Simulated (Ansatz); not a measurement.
Pyrite PtAs2 was calculated with LDA (plane waves, PAW; Ansatz, a quantum-chemistry and plane-wave program).

Settings: plane-wave cutoff 520 eV, 6×6×6 k mesh, scalar-relativistic PAW data made under PBE.

Computed at the level's own relaxed cell.

Hill averages of the elastic tensor: K = 164.1 GPa, G = 96.6 GPa. Volume 17.497 Å³/atom, mean atomic mass 114.976 u.

Work out the density, the sound velocities of a polycrystal and the elastic Debye temperature at this level.

ρ = 1.66054 × 114.976/17.497 = 10.912 g/cm³. v_l = √[(K + 4G/3)/ρ] = 5.181 km/s and v_t = √(G/ρ) = 2.975 km/s. The mean follows from 3/v_m³ = 1/v_l³ + 2/v_t³: v_m = 3.304 km/s. Θ_D = (ħ/k_B) v_m (6π²/V)^(1/3) = 76.38 K Å s/km × 3.304 × 1.5014 Å⁻¹ = 379 K, counting all atoms of the cell.
